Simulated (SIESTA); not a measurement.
Worked example: self-consistent single point of TiCrB₄ (P6/mmm, 6 atoms in the cell) in SIESTA

Level of theory: LDA PW92, numerical atomic orbitals TZP, PseudoDojo LDA standard norm-conserving potentials (rewritten from UPF to PSML) run with SIESTA.

This input was run:

```
# files in the folder: Ti.psml Cr.psml B.psml (PseudoDojo LDA standard)
SystemName  TiCrB4
SystemLabel TiCrB4

NumberOfAtoms                6
NumberOfSpecies              3
%block ChemicalSpeciesLabel
  1 22 Ti
  2 24 Cr
  3 5 B
%endblock ChemicalSpeciesLabel
LatticeConstant              1.0 Ang
%block LatticeVectors
     3.016330000    0.000000000    0.000000000
    -1.508165000    2.612218000    0.000000000
     0.000000000    0.000000000    6.131630000
%endblock LatticeVectors
AtomicCoordinatesFormat      Ang
%block AtomicCoordinatesAndAtomicSpecies
     0.000000000    0.000000000    3.065815000  1
     0.000000000    0.000000000    0.000000000  2
    -0.000001508    1.741479537    4.657524832  3
     1.508166508    0.870738463    1.474105168  3
     1.508166508    0.870738463    4.657524832  3
    -0.000001508    1.741479537    1.474105168  3
%endblock AtomicCoordinatesAndAtomicSpecies

XC.functional                LDA
XC.authors                   PW92
PAO.BasisSize                TZP
PAO.EnergyShift              0.01 Ry
MeshCutoff                   350 Ry
%block kgrid.MonkhorstPack
   10   0   0  0.0
    0  10   0  0.0
    0   0   5  0.0
%endblock kgrid.MonkhorstPack
OccupationFunction           MP
OccupationMPOrder            0
ElectronicTemperature        136.0 meV

MaxSCFIterations             150
SCF.Mixer.Method             Pulay
SCF.Mixer.Weight             0.25
SCF.Mixer.History            8
SCF.DM.Tolerance             1.0E-05
Diag.ParallelOverK           true
WriteForces                  true
```

Output (repeated stretches shortened):

```
reinit: Reading from file input.fdf

reinit: System Name: TiCrB4
reinit: System Label: TiCrB4

coor:   Atomic-coordinates input format  =     Cartesian coordinates
coor:                                          (in Angstroms)

siesta: Atomic coordinates (Bohr) and species
siesta:      0.00000   0.00000   5.79355  1        1
siesta:      0.00000   0.00000   0.00000  2        2
siesta:     -0.00000   3.29092   8.80145  3        3
siesta:      2.85002   1.64546   2.78566  3        4
siesta:      2.85002   1.64546   8.80145  3        5
siesta:     -0.00000   3.29092   2.78566  3        6

siesta: System type = bulk

initatomlists: Number of atoms, orbitals, and projectors:      6   118    68

siesta: ******************** Simulation parameters ****************************
redata: Spin configuration                          = none
redata: Time-Reversal Symmetry                      = T
redata: Number of Atomic Species                    =        3
redata: Mesh Cutoff                                 =   350.0000 Ry
redata: Net charge of the system                    =     0.0000 |e|
redata: Min. number of SCF Iter                     =        0
redata: Max. number of SCF Iter                     =      150
redata: SCF convergence failure will abort job
redata: SCF mix quantity                            = Hamiltonian
redata: Mix DM or H after convergence               =   F
redata: Recompute H after scf cycle                 =   F
redata: Mix DM in first SCF step                    =   T
redata: No kicks to SCF
redata: DM Mixing Weight for Kicks                  =     0.5000
redata: Require Harris convergence for SCF          =   F
redata: Harris energy tolerance for SCF             =     0.000100 eV
redata: Require DM convergence for SCF              =   T
redata: DM tolerance for SCF                        =     0.000010
redata: Require EDM convergence for SCF             =   F
redata: EDM tolerance for SCF                       =     0.001000 eV
redata: Require H convergence for SCF               =   T
redata: Hamiltonian tolerance for SCF               =     0.001000 eV
redata: Require (free) Energy convergence for SCF   =   F
redata: (free) Energy tolerance for SCF             =     0.000100 eV
redata: Using DFT-D3 dispersion                     =   F
redata: Using Saved Data (generic)                  =   F
redata: Method of Calculation                       = Diagonalization
redata: Electronic Temperature                      =  1578.2145 K
redata: Number of TDED substeps                     =        3
redata: Dynamics option                             = Single-point calculation
redata: Save all siesta data in one NC              =   F
redata: ***********************************************************************

%block SCF.Mixers
  Pulay
%endblock SCF.Mixers

%block SCF.Mixer.Pulay
  # Mixing method
  method pulay
  variant stable

  # Mixing options
  weight 0.2500
  weight.linear 0.2500
  history 8
%endblock SCF.Mixer.Pulay

DM_history_depth set to one: no extrapolation allowed by default for geometry relaxation
Size of DM history Fstack: 1
Total number of electrons:    38.000000
Total ionic charge:    38.000000

* ProcessorY, Blocksize:    1  64

* Orbital distribution balance (max,min):   118   118

k-point displ. along   1 input, could be:     0.00    0.50
k-point displ. along   2 input, could be:     0.00    0.50
 Kpoints in:          300 . Kpoints trimmed:          260

siesta: k-grid: Number of k-points = 260
siesta: k-points from Monkhorst-Pack grid
siesta: k-cutoff (effective) =    15.082 Ang
siesta: k-point supercell and displacements
siesta: k-grid:    10     0     0      0.000
siesta: k-grid:     0    10     0      0.000
siesta: k-grid:     0     0     5      0.000

diag: Algorithm                                     = D&C
diag: Parallel over k                               =   F
diag: Use parallel 2D distribution                  =   F
diag: Parallel block-size                           = 64
diag: Parallel distribution                         =     1 x     1
diag: Used triangular part                          = Lower
diag: Absolute tolerance                            =  0.100E-15
diag: Orthogonalization factor                      =  0.100E-05
diag: Memory factor                                 =  1.0000

superc: Internal auxiliary supercell:     7 x     7 x     3  =     147
superc: Number of atoms, orbitals, and projectors:    882  17346   9996

                        Single-point calculation

superc: Internal auxiliary supercell:     7 x     7 x     3  =     147
superc: Number of atoms, orbitals, and projectors:    882  17346   9996

outcell: Unit cell vectors (Ang):
        3.016330    0.000000    0.000000
       -1.508165    2.612218    0.000000
        0.000000    0.000000    6.131630

outcell: Cell vector modules (Ang)   :    3.016330    3.016330    6.131630
outcell: Cell angles (23,13,12) (deg):     90.0000     90.0000    120.0000
outcell: Cell volume (Ang**3)        :     48.3130
new_DM -- step:     1
Initializing Density Matrix...

Attempting to read DM from file... Failed...
DM filled with atomic data:

InitMesh: MESH = 30 x 30 x 72 = 64800
InitMesh: Mesh cutoff (required, used) =   350.000   364.524 Ry

stepf: Methfessel-Paxton step function
       Using Hermite-Gauss polynomials of order  0

        iscf     Eharris(eV)        E_KS(eV)     FreeEng(eV)     dDmax    Ef(eV) dHmax(eV)
   scf:    1    -4022.746682    -4262.717969    -4262.744263  1.729909 -3.397959 63.530704
   scf:    2    -3289.269336    -4086.609888    -4086.636646  1.010730 -8.168080 96.730234
   scf:    3    -4338.694066    -4356.999176    -4357.026143  0.562046 -5.038035  9.238058
   scf:    4    -4336.990028    -4353.967071    -4354.000516  0.162752 -6.591700 14.680579
   scf:    5    -4347.092990    -4357.468498    -4357.493139  0.145539 -5.313334  9.779864
   scf:    6    -4360.450823    -4359.345332    -4359.374717  0.052950 -5.528683  4.288175
   [... 4 lines left out ...]
   scf:   11    -4359.837717    -4359.837783    -4359.870963  0.001054 -5.833772  0.026297
   scf:   12    -4359.837890    -4359.837854    -4359.870977  0.000418 -5.831667  0.012000
   scf:   13    -4359.837806    -4359.837833    -4359.870981  0.000179 -5.832606  0.004902
   scf:   14    -4359.837848    -4359.837841    -4359.870981  0.000049 -5.832344  0.000130
   scf:   15    -4359.837841    -4359.837841    -4359.870981  0.000001 -5.832337  0.000010

SCF Convergence by DM+H criterion
max |DM_out - DM_in|         :     0.0000014407
max |H_out - H_in|      (eV) :     0.0000099197
SCF cycle converged after 15 iterations

Using DM_out to compute the final energy and forces

siesta: E_KS(eV) =            -4359.8378

siesta: E_KS - E_eggbox =     -4359.8378

siesta: Atomic forces (eV/Ang):
     1    0.000000   -0.000000   -0.000000
     2    0.000000    0.000000    0.000000
     3    0.000046   -0.000028    0.020631
     4   -0.000046    0.000028   -0.020631
     5   -0.000046    0.000028    0.020631
     6    0.000046   -0.000028   -0.020631
   Tot    0.000000    0.000000   -0.000000
   Max    0.020631
   Res    0.009726    sqrt( Sum f_i^2 / 3N )
   Max    0.020631    constrained

Stress tensor Voigt[x,y,z,yz,xz,xy] (kbar):      134.57      134.57      176.91       -0.00        0.00       -0.00
(Free)E + p*V (eV/cell)    -4364.3545
Target enthalpy (eV/cell)    -4359.8710

siesta: Program's energy decomposition (eV):
siesta: Ebs     =     -1056.991935
siesta: Eions   =      6300.637403
siesta: Ena     =       870.809260
siesta: Ekin    =      1916.675121
siesta: Enl     =      -171.285656
siesta: Eso     =         0.000000
siesta: Edftu   =         0.000000
siesta: DEna    =        49.568271
siesta: DUscf   =         3.984760
siesta: DUext   =         0.000000
siesta: Ex      =      -657.273275
siesta: Ec      =       -71.678920
siesta: Exc     =      -728.952195
siesta: Eharris =     -4359.837841
siesta: Etot    =     -4359.837841
siesta: FreeEng =     -4359.870981

siesta: Stress tensor (static) (eV/Ang**3):
siesta:     0.083993   -0.000001    0.000000
siesta:    -0.000001    0.083991   -0.000000
siesta:     0.000000   -0.000000    0.110419

siesta: Cell volume =         48.313023 Ang**3

siesta: Pressure (static):
siesta:                Solid            Molecule  Units
siesta:          -0.00101073         -0.00102058  Ry/Bohr**3
siesta:          -0.09280075         -0.09370576  eV/Ang**3
siesta:        -148.68318649       -150.13317191  kBar
```

The run converged in 15 iterations.

The starting cell comes from a database of computed structures (which also holds hypothetical and non-ambient phases and stackings), without a prior relaxation at this level. Spin polarisation is off. Values carry the incompleteness of an atom-centred basis. With a pressure of about -15 GPa the cell is away from its equilibrium volume at this level.

Cost on one core of a shared machine: roughly 3 min.
